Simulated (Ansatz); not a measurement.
System: Pd (model structure, started from the diamond type, Fd-3m, No. 227, 2 atoms in the cell). Method: PBE in Ansatz (plane waves, PAW).

Settings: plane-wave cutoff 520 eV, 18×18×18 k mesh, Fermi–Dirac smearing 0.05 eV, scalar-relativistic PAW data made under PBE.

Cell (relaxed at this level):

```xyz
2
Lattice="0.0000 2.9039 2.9039 2.9039 0.0000 2.9039 2.9039 2.9039 0.0000" Properties=species:S:1:pos:R:3 pbc="T T T"
Pd     1.4520     1.4520     1.4520
Pd     0.0000     0.0000     0.0000
```

What does this level give for the bulk modulus B0?


* **bulk modulus B0**: 66.1 GPa

The run finds no gap.

Note: the bulk modulus is −V dP/dV from two relaxed cells at ±2 % in volume; the relaxation could raise the start's symmetry but not lower it, so the cell can be a saddle point.

Computed values are for the static lattice.

A model structure was made by putting elements into a prototype or built by hand; it is no filed structure, need not be a known phase, and can be a saddle point held by its symmetry.

Ansatz is an electronic-structure program.
